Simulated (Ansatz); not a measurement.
The parent structure is Rh in the fcc (Cu type) structure (space group Fm-3m, No. 225; a = 3.7816 Å; relaxed with 0.1 eV smearing). Axes: x, y, z lie along the cube axes.

Structures relaxed with PBEsol (Ansatz, a quantum-chemistry and plane-wave program, PAW, no spin-orbit coupling).

Base:

Simulated powder pattern, Cu Kα1, λ = 1.54056 Å (kinematic, ideal powder, no thermal factors, no anomalous dispersion; the 8 strongest lines at most, above 2 %, up to 2θ = 90°):

| 2θ (°) | I/Imax (%) | hkl |
|---|---|---|
| 41.32 | 100 | (111) |
| 48.08 | 47 | (200) |
| 70.36 | 29 | (220) |
| 85.00 | 35 | (311) |
| 89.76 | 11 | (222) |

After one change:

Simulated powder pattern, Cu Kα1, λ = 1.54056 Å (kinematic, ideal powder, no thermal factors, no anomalous dispersion; the 8 strongest lines at most, above 2 %, up to 2θ = 90°):

| 2θ (°) | I/Imax (%) |
|---|---|
| 41.17 | 100 |
| 41.42 | 33 |
| 47.98 | 63 |
| 70.02 | 19 |
| 70.37 | 19 |
| 84.58 | 12 |
| 84.74 | 23 |
| 85.07 | 12 |

Q: Which change produced these results?
(A) biaxial strain −0.42 %, plane normal [111], relaxed out of plane
(B) biaxial strain +0.42 %, plane normal [111], relaxed out of plane
(C) biaxial strain +0.83 %, plane normal [111], relaxed out of plane
(D) biaxial strain −1.67 %, plane normal [111], relaxed out of plane

A: B, biaxial strain +0.42 %, plane normal [111], relaxed out of plane. Its volume per atom is 13.60 Å³ against 13.52 Å³, and its space group is R-3m (No. 166).

Whether these cells are dynamically stable was not tested. All final runs are without spin polarisation.
